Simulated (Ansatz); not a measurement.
For HfO₂ (P4₂/nmc, No. 137; high-temperature phase), PBE-D3(BJ) (Ansatz, a quantum-chemistry and plane-wave program, plane waves, PAW) gives:

| Property | Result |
|---|---|
| lattice parameter a | 3.587 Å |
| c axis length | 5.212 Å |
| formation enthalpy | -3.483 eV/atom |

What does r²SCAN+rVV10 in Ansatz (plane waves, PAW) give for the same quantities?


- lattice constant a: 3.569 Å (shrinks by 0.5 %)
- lattice parameter c: 5.176 Å (drops by 0.7 %)
- formation enthalpy: -3.823 eV/atom (moves by -0.340 eV/atom)

Changes are worked out from the printed values.

Unless a cell is named, each level is at its own relaxed cell (PBE-D3(BJ) 11.18, r²SCAN+rVV10 10.99 Å³/atom).

Levels without +SOC leave out spin–orbit coupling, which shifts energies and cells of such heavy elements.

Caveats: the relaxation could not lower the start's symmetry, so the cell can be a saddle point above a distorted one (PBE-D3(BJ), r²SCAN+rVV10). Ansatz's density-functional and Hartree–Fock values are scalar-relativistic unless marked +SOC, with PAW data made under PBE.
